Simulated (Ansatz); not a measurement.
Fluorite PbF2 (high-temperature phase) was calculated with rVV10 (plane waves, PAW; Ansatz, a first-principles code).

Settings: plane-wave cutoff 500 eV, 10×10×10 k mesh, gaussian smearing 0.02 eV, scalar-relativistic PAW data made under PBE.

Cell (relaxed at this level):

```
PbF2
1.0
    0.00000     2.98509     2.98509
    2.98509     0.00000     2.98509
    2.98509     2.98509     0.00000
Pb F
1 2
Cartesian
  0.00000   0.00000   0.00000
  1.49254   1.49254   1.49254
  4.47763   4.47763   4.47763
```

### Question
Predict the band gap.

### Answer

* **band gap**: 4.28 eV (on the SCF k mesh)

Spin–orbit coupling is not included; with these elements it can move the gap by several tenths of an eV or more.

The result took roughly 26 core-seconds.
